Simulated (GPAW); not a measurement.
GPAW run on K₂SnHgTe₄ (I-42m, 8 atoms in the cell): self-consistent single point.

Method: PBEsol, GPAW PAW datasets PBEsol (made by gpaw-setup) (plane waves; GPAW 25.7.0).

```
K2SnHgTe4
1.0
   -4.39353     4.39353     3.73584
    4.39353    -4.39353     3.73584
    4.39353     4.39353    -3.73584
K Sn Hg Te
2 1 1 4
Direct
  0.50000   0.00000   0.50000
  0.00000   0.50000   0.50000
  0.00000   0.00000   0.00000
  0.50000   0.50000   0.00000
  0.58681   0.93755   0.00000
  0.06245   0.06245   0.64926
  0.93755   0.58681   0.00000
  0.41319   0.41319   0.35074
```

Reference input (self-consistent single point, DFT LDA (Perdew-Wang 92), plane waves, GPAW PAW datasets LDA (gpaw-data 1.0.1)): mode = pw; ecut = 550 eV; xc = LDA; kpts = 3 3 3; mesh shift (steps) = 0 0 0; occupations.name = fixed-uniform; nbands = -8; convergence.forces = 0.001 eV/Å; convergence.bands = -6; symmetry.symmorphic = false; symmetry.tolerance = 0.0005; maxiter = 100. This run's input differs from it in these lines:

```diff
@@ -19,3 +19,3 @@
 calc = GPAW(mode={'name': 'pw', 'ecut': 550},
-            xc='LDA',
+            xc='PBEsol',
             kpts=(3, 3, 3),
```

Its files differ too (potentials: GPAW PAW datasets PBEsol (made by gpaw-setup)).

Log, with long lists cut:

```
     iter     time        total  log10-change:
                         energy   eigst   dens  force
iter:   1 --:--:--   -27.662089   +0.03
iter:   2 --:--:--   -27.562071   -1.04  -1.29
iter:   3 --:--:--   -27.042343   -1.33  -1.32
iter:   4 --:--:--   -27.263591   -1.54  -1.53
iter:   5 --:--:--   -27.041422   -2.15  -1.71
iter:   6 --:--:--   -27.048040   -3.14  -2.26
iter:   7 --:--:--   -27.040790c  -3.32  -2.31
iter:   8 --:--:--   -27.036429c  -3.29  -2.56
iter:   9 --:--:--   -27.036587c  -4.33  -2.85
iter:  10 --:--:--   -27.035789c  -4.37  -2.81
iter:  11 --:--:--   -27.035862c  -4.37  -3.05
   [... 5 lines left out ...]
iter:  17 --:--:--   -27.035681c  -6.34  -3.60
iter:  18 --:--:--   -27.035680c  -6.34  -3.70
iter:  19 --:--:--   -27.035682c  -7.17  -3.78
iter:  20 --:--:--   -27.035674c  -6.18  -3.82
iter:  21 --:--:--   -27.035673c  -7.52c -4.38c
iter:  22 --:--:--   -27.035672c  -7.44c -4.57c -2.30
iter:  23 --:--:--   -27.035672c  -7.77c -4.62c -2.80
iter:  24 --:--:--   -27.035672c  -8.76c -4.83c -3.42c
Converged after 24 iterations.

Dipole moment: (-0.000000, -0.000000, 0.000000) |e|*Ang

Energy contributions relative to reference atoms: (reference = -1472514.677335)

Kinetic:        +38.012272
Potential:      -34.149568
External:        +0.000000
XC:             -27.921775
Entropy (-ST):   +0.000000
Local:           -2.976600
SIC:             +0.000000
--------------------------
Free energy:    -27.035672
Extrapolated:   -27.035672

Showing only first 2 kpts
 Kpt  Band  Eigenvalues  Occupancy
  0    35      3.18156    2.00000
  0    36      3.18156    2.00000
  0    37      4.67028    0.00000
  0    38      5.73490    0.00000

  1    35      2.86438    2.00000
  1    36      3.25317    2.00000
  1    37      4.89027    0.00000
  1    38      5.36853    0.00000

Fermi level: 3.77923

Gap: 1.052 eV
Transition (v -> c):
   [... lines left out ...]
Direct gap: 1.240 eV
   [... lines left out ...]
  2 Sn    0.00000   -0.00000    0.00000
  3 Hg    0.00000    0.00000    0.00000
  4 Te   -0.16817    0.16817    0.03372
  5 Te    0.16817    0.16817   -0.03372
  6 Te    0.16817   -0.16817    0.03372
  7 Te   -0.16817   -0.16817   -0.03372

Stress tensor:
     0.010824     0.000000     0.000000
     0.000000     0.010824     0.000000
     0.000000     0.000000     0.012872
Stress (GPa, Voigt): [1.7342 1.7342 2.0623 0.     0.     0.    ]
```

The run converged in 24 iterations. GPAW prints stress with tension positive. Against the reference run the pressure goes from -3.07 to -1.84 GPa, the largest force goes from 0.362 to 0.240 eV/Å and the gap on the mesh goes from 0.988 to 1.052 eV.

The starting cell comes from a database of computed structures (which also holds hypothetical and non-ambient phases and stackings), without a prior relaxation at this level. Spin-orbit coupling is off.

Cost on one core of a shared machine: roughly 2 min.
